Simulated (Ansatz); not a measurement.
A self-consistent single point of SrAl2Ge2 (P-3m1, 5 atoms in the cell) with Ansatz (a first-principles code).

Method of the run: PBEsol, default PAW files made with PBE (plane waves; Ansatz).

```
CELL_PARAMETERS angstrom
      4.22796     0.00000     0.00000
     -2.11398     3.66152     0.00000
      0.00000     0.00000     7.47074
ATOMIC_POSITIONS crystal
  Sr 0.00000 0.00000 0.00000
  Al 0.66667 0.33333 0.37612
  Al 0.33333 0.66667 0.62388
  Ge 0.66667 0.33333 0.72595
  Ge 0.33333 0.66667 0.27405
```

Reference input (self-consistent single point, DFT, PBEsol, plane waves, default PAW files made with PBE): kpoints.mp_grid.grid = 6 6 3; hamiltonian.xc = pbesol; hamiltonian.pseudopotentials = {kind: paw} (the program's default PAW files); scf.occupations.method = cold; scf.occupations.width = 0.272 eV. This run's input differs from it in these lines:

Ansatz 0.2 input:
```diff
@@ -18,3 +18,3 @@
 scf:
-  occupations: { method: cold, width: 0.272 eV }
+  occupations: { method: cold, width: 0.15 eV }
 output:
```

The program printed (abridged):

```
SCF iter   1: F=—  HF=-13050.338429 eV  |F-HF|=—  |Δ(HF+E_count)|=         —  Δρ=2.09e-3  dr2=5.26e-3  ethr=1.77e-3  ⟨swp⟩=7.3  Hψ=2346  notcnv=0
all-band conjugate gradients solve this SCF's bands
preconditioner: auto → Resta (q_TF=auto, 2.322 Å⁻¹)
SCF iter   2: F=—  HF=-13050.337180 eV  |F-HF|=—  |Δ(HF+E_count)|=   1.25e-3  S|Δr|=    0.00e0  Δρ=1.21e-3  dr2=3.00e-3  ethr=1.19e-5  ⟨swp⟩=2.9  Hψ=1078  notcnv=0
   [... lines left out ...]
SCF iter   6: F=—  HF=-13050.336816 eV  |F-HF|=—  |Δ(HF+E_count)|=   5.07e-5  S|Δr|=    0.00e0  Δρ=1.92e-5  dr2=7.94e-7  ethr=4.40e-8  ⟨swp⟩=2.0  Hψ=803  notcnv=0
SCF iter   7: F=—  HF=-13050.336816 eV  |F-HF|=—  |Δ(HF+E_count)|=   1.27e-7  S|Δr|=    0.00e0  Δρ=8.08e-6  dr2=1.64e-7  ethr=1.80e-9  ⟨swp⟩=2.4  Hψ=559  notcnv=0
SCF iter   8: F=-13050.336816 eV  HF=-13050.336816 eV  |F-HF|=1.50e-9  |Δ(HF+E_count)|=   2.46e-8  S|Δr|=    0.00e0  Δρ=1.11e-6  dr2=2.02e-9  ethr=2.27e-10  ⟨swp⟩=8.2  Hψ=1953  notcnv=0
SCF 1 converged in 8 iterations: F = -13050.336816 eV  dr2 = 2.02e-9
Stability not checked (fill_not_monotonic)
Free energy (F): -13050.336816 eV
Internal energy: -13050.341620 eV  (E = F + TS)
E sigma→0 (E₀):  -13050.338417 eV
Entropy (-TS):   0.004805 eV (0.961 meV/atom)
Fermi energy:    7.761186 eV
--- Forces (eV/Å), atoms counted from 1 ---
  atom   1  Sr     0.00000000     0.00000000     0.00000000
  atom   2  Al     0.00000000     0.00000000    -0.03390274
  atom   3  Al     0.00000000    -0.00000000     0.03390274
  atom   4  Ge    -0.00000000     0.00000000     0.15215252
  atom   5  Ge    -0.00000000    -0.00000000    -0.15215252
--- Stress (GPa, compression-positive) ---
       -0.742926       0.000000      -0.000000
        0.000000      -0.742926      -0.000000
       -0.000000      -0.000000      -1.140692
  P = ⅓ Tr σ = -0.8755 GPa (-8.755 kbar)
  The stress holds the Pulay correction. Without it, at fixed plane waves, as pw.x and ABINIT print it: P = -0.8979 GPa
```

The run converged in 8 iterations. Against the reference run the free energy stays essentially unchanged (within 1 meV/atom), the pressure stays at -0.88 GPa and the largest force goes from 0.143 to 0.152 eV/Å.

The starting cell comes from a database of computed structures (which also holds hypothetical and non-ambient phases and stackings), without a prior relaxation at this level. Ansatz's pressure includes its estimate of the finite-basis (Pulay) stress.
